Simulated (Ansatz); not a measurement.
Base system: InP in the zinc blende structure (space group F-43m, No. 216; a = 5.9070 Å). Axes: x, y, z lie along the cube axes.

All numbers come from DFT with r2SCAN, PAW potentials and a 500 eV plane-wave cutoff in Ansatz (a first-principles code), no spin-orbit coupling.

Base values:

```
Quantity                            Result
---------------------  -------------------
Valence-band top at Γ  0.00, 0.00, 0.00 eV
Band gap                           1.03 eV
Volume per atom                   25.76 Å³
```

Modification: compressive biaxial strain of 1.00 % in the plane normal to [001], as in epitaxy on a mismatched substrate; the out-of-plane cell vector and the atoms relax.

**Question.** What happens to the valence-band top at Γ?

**Answer.** The valence-band top at Γ (three highest levels, from the VBM) becomes 0.00, 0.00, -0.11 eV (base: 0.00, 0.00, 0.00 eV).

**Question.** How does this affect the band gap?

**Answer.** The band gap goes up by 0.02 eV (1.03 eV → 1.05 eV).

**Question.** What happens to the volume per atom?

**Answer.** The volume per atom drops by 0.24 Å³ (25.76 Å³ → 25.52 Å³).

Stability against distortions was not tested.
